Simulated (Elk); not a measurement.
Input and output of a self-consistent single point for Li2Ga (Cmcm, 6 atoms in the cell) (Elk).

Computed with PBEsol, all-electron FP-LAPW, Elk's shipped species files, default APW+lo basis in Elk.

```
Li2Ga
1.0
    2.21189    -4.60412     0.00000
    2.21189     4.60412     0.00000
    0.00000     0.00000     4.24882
Li Ga
4 2
Direct
  0.41809   0.58191   0.25000
  0.58191   0.41809   0.75000
  0.24055   0.75945   0.75000
  0.75945   0.24055   0.25000
  0.07743   0.92257   0.25000
  0.92257   0.07743   0.75000
```

Reference input (self-consistent single point, DFT, LDA (PW92), all-electron FP-LAPW, Elk's shipped species files, default APW+lo basis): swidth = 0.00367493 Ha; ngridk = 6 6 5; maxscl = 100. This run's input differs from it in these lines:

```diff
@@ -2,2 +2,5 @@
   0
+
+xctype
+  22
```

Log, with long lists cut:

```
│ Self-consistent loop started │
│ Loop number : 1 │
 total energy                :     -3908.90400500
│ Loop number : 2 │
 total energy                :     -3909.13570506
RMS change in Kohn-Sham potential (target) :    29.08482891     (  0.1000000000E-05)
Absolute change in total energy (target)   :   0.2317000643     (  0.1000000000E-03)
│ Loop number : 3 │
 total energy                :     -3909.40422777
RMS change in Kohn-Sham potential (target) :    14.68190658     (  0.1000000000E-05)
Absolute change in total energy (target)   :   0.3264477300     (  0.1000000000E-03)
│ Loop number : 4 │
   [... lines left out ...]
Absolute change in total energy (target)   :   0.8078736982E-04 (  0.1000000000E-03)
│ Loop number : 14 │
 total energy                :     -3915.32400407
RMS change in Kohn-Sham potential (target) :   0.2524470020E-05 (  0.1000000000E-05)
Absolute change in total energy (target)   :   0.4759799640E-04 (  0.1000000000E-03)
│ Loop number : 15 │
 total energy                :     -3915.32400525
RMS change in Kohn-Sham potential (target) :   0.6756048342E-06 (  0.1000000000E-05)
Absolute change in total energy (target)   :   0.1308170795E-04 (  0.1000000000E-03)
Convergence targets achieved

│ Loop number : 16 │

Energies :
 Fermi                       :     0.125108986849
 total energy                :     -3915.32400523

Density of states at Fermi energy :    40.84824995
 (states/Hartree/unit cell)

Estimated indirect band gap :   0.2304774502E-02
 from k-point      5 to k-point     10
Estimated direct band gap   :   0.2385564388E-01
 at k-point     19

Charges :
 core                        :    36.00000000
 valence                     :    38.00000000
 interstitial                :    5.881149322
 muffin-tins (core leakage)
  species :    1 (Li)
   atom    1                 :    2.173158045     (   0.000000000    )
   atom    2                 :    2.173158045     (   0.000000000    )
   atom    3                 :    2.186310754     (   0.000000000    )
   atom    4                 :    2.186310754     (   0.000000000    )
  species :    2 (Ga)
   atom    1                 :    29.69995654     (  0.7930681428E-03)
   atom    2                 :    29.69995654     (  0.7930681428E-03)
 total in muffin-tins        :    68.11885068
 total calculated charge     :    73.98940958
 total charge                :    74.00000000
 error                       :   0.1059041504E-01

│ Self-consistent loop stopped │
```

The run converged in 16 iterations. The count includes the last loop, which Elk runs after its targets are met. 

The starting cell comes from a database of computed structures (which also holds hypothetical and non-ambient phases and stackings), without a prior relaxation at this level. Its lattice was rescaled by a random factor within 2.5 % of one. Values depend on the basis (sphere radii, cutoffs, local orbitals), which need not be converged. The log's line on a gap gives a spacing of levels on this mesh, which the program prints for metals too.

Cost on one core of a shared machine: roughly 80 s.
